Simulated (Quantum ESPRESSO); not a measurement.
**One base run on Mg14NbSn (Amm2, 16 atoms in the cell) and variants with one or two settings moved**

```xyz
16
Lattice="10.2134 0.0000 0.0000 0.0000 3.1010 5.4837 0.0000 -3.1010 5.4837" Properties=species:S:1:pos:R:3 pbc="T T T"
Mg     0.0000     0.0000     1.8280
Mg     0.0000     0.0000     7.3144
Mg     5.1067    -1.5593     4.5656
Mg     5.1067     1.5593     4.5656
Mg     0.0000    -1.5523     4.5741
Mg     0.0000     1.5523     4.5741
Mg     2.5797    -1.5142     6.4093
Mg     7.6337     1.5142     6.4093
Mg     7.6337    -1.5142     6.4093
Mg     2.5797     1.5142     6.4093
Mg     2.5226     0.0000     3.6630
Mg     7.6908     0.0000     3.6630
Mg     2.5858     0.0000     9.0966
Mg     7.6276     0.0000     9.0966
Nb     5.1067     0.0000     7.3184
Sn     5.1067     0.0000     1.8416
```

Base run A: PBEsol, GBRV 1.5 ultrasoft (PBESOL) pseudopotentials run with Quantum ESPRESSO 7.5, self-consistent single point.

Its settings: ecutwfc = 40 Ry; ecutrho = 320 Ry; occupations = smearing; smearing = marzari-vanderbilt; degauss = 0.0147 Ry; K_POINTS = automatic 3 4 4 1 1 1; conv_thr = 1e-10 Ry; mixing_beta = 0.3.

The starting cell comes from a database of computed structures (which also holds hypothetical and non-ambient phases and stackings), without a prior relaxation at this level. Its lattice was rescaled by a random factor within 2.5 % of one. Spin polarisation is off.

ΔF is the free energy per atom less that of run A. A dash stands where there is no value to compare (another energy zero or no entropy term, no result, no spin, no clean gap, or a mesh too coarse for one). Absolute energies have different zeros for different potentials, functionals, Hubbard and dispersion terms and are not compared across them.

| run | change | ΔF (meV/atom) | pressure (GPa) | largest force (eV/Å) | k-points |
|---|---|---|---|---|---|
| A | base | 0.00 | -0.46 | 0.156 | 12 |
| B | conv_thr: 1e-10 Ry → 7.3e-14 Ry | 0.00 | -0.46 | 0.156 | 12 |
| C | nbnd: default → 92 | 0.00 | -0.46 | 0.156 | 12 |
| D | ecutwfc: 40 Ry → 28 Ry; ecutrho: 320 Ry → 224 Ry | 314.3 | -18.27 | 0.152 | 12 |
| E | pseudopotentials: {Mg: mg_pbesol_v1.4.uspp.F.UPF, Nb: nb_pbesol_v1.uspp.F.UPF, Sn: sn_pbesol_v1.4.uspp.F.UPF} → {Mg: mg_pbe_v1.4.uspp.F.UPF, Nb: nb_pbe_v1.uspp.F.UPF, Sn: sn_pbe_v1.4.uspp.F.UPF}; input_dft: default → vdw-df-cx [vdW-DF-cx] | – | 0.27 | 0.150 | 12 |
| F | nosym: default → true | 0.00 | -0.46 | 0.156 | 24 |
| G | K_POINTS: automatic 3 4 4 1 1 1 → automatic 1 1 1 1 1 1 | 7.7 | -0.24 | 0.562 | 1 |
| H | conv_thr: 1e-10 Ry → 1e-13 Ry | 0.00 | -0.46 | 0.156 | 12 |
| I | startingwfc: default → atomic | 0.00 | -0.46 | 0.156 | 12 |
| J | mixing_ndim: default → 4 | 0.00 | -0.46 | 0.156 | 12 |

Run D against A: The free energy goes up by 314 meV/atom, the pressure goes from -0.46 to -18.27 GPa and the largest force hardly changes (0.156 to 0.152 eV/Å).

Run G against A: The free energy rises by 7.7 meV/atom, the pressure goes from -0.46 to -0.24 GPa and the largest force goes from 0.156 to 0.562 eV/Å.
